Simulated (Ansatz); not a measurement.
C (I4_1/amd), PBE, rigid bands (Ansatz, a program for electronic structure): Condition of this run: uniaxial stress along [001] of -33 GPa (compression positive) (the target of the relaxation). band gap 3.66 eV, N_c = 3.67e19 cm⁻³ and N_v = 2.02e19 cm⁻³ at 300 K, conductivity masses along y (a = (0.00, 1.77, 1.83) Å; b = (1.77, 0.00, 1.83) Å; c = (1.77, 1.77, 0.00) Å) of 0.495 mₑ (electrons) and 0.484 mₑ (holes). Take k_BT = 0.02585 eV.

### Question
A film of it is 8 nm thick, with its normal along the direction named. Estimate the confinement energies in an infinite well.

### Answer
ħ²π²/(2m t²) = 0.376 eV·nm²/(m/mₑ × t²) gives 11.9 meV for electrons and 12.1 meV for holes, so the gap would widen to about 3.68 eV. Finite barriers and nonparabolic bands lower this, and with several valleys or bands the heaviest mass along the normal sets the lowest level, not this average.

### Question
Find the intrinsic carrier density and the intrinsic Fermi level.

### Answer
n_i = √(N_c N_v) exp(−E_g/2k_BT) = 2.72e19 × exp(−70.79) = 4.9e-12 cm⁻³. The level lies (k_BT/2) ln(N_v/N_c) = -8 meV from mid-gap (positive towards the conduction band). Each 0.1 eV added to the gap lowers n_i by a factor of 6.9.

### Question
What thermal injection velocity √(2k_BT/πm) limits a ballistic channel along the direction named?

### Answer
7.65e6 cm/s for electrons and 7.73e6 cm/s for holes, a ratio of √(m_h/m_e) = 0.989, for dilute carriers.

Rigid, parabolic bands with the computed gap; masses take one relaxation time for all states. Spin-orbit coupling is left out. Geometry: cell and atoms relaxed with PBEsol.
